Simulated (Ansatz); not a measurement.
For TiO2 (I4₁/amd, No. 141, 6 atoms in the cell; start mp-34688; metastable phase), LDA in Ansatz (PAW) gives:

```
Item                      Result
------------------  ------------
lattice constant a       3.740 Å
c axis length            9.455 Å
bulk modulus             191 GPa
cohesive energy     8.10 eV/atom
band gap                 2.09 eV
```

### Question
What does r²SCAN in Ansatz (PAW) give for the same quantities?

### Answer

- lattice constant a: 3.778 Å (rises by 1.0 %)
- lattice parameter c: 9.584 Å (grows by 1.4 %)
- bulk modulus: 190 GPa (hardly moves)
- cohesive energy: 6.78 eV/atom (falls by 1.32 eV/atom)
- band gap: 2.53 eV (rises by 0.44 eV)

Changes are worked out from the printed values.

Unless a cell is named, each level is at its own relaxed cell (LDA 11.02, r²SCAN 11.40 Å³/atom).

Density-functional gaps are differences of (generalised) Kohn–Sham levels.

Caveats: the bulk modulus is −V dP/dV from two relaxed cells at ±2 % in volume (LDA, r²SCAN); the relaxation could not lower the start's symmetry, so the cell can be a saddle point above a distorted one (LDA, r²SCAN). Ansatz's density-functional and Hartree–Fock values are scalar-relativistic unless marked +SOC, with PAW data made under PBE.

A start named mp-… is a Materials Project structure, which need not be a measured phase.

Ansatz is an electronic-structure program.
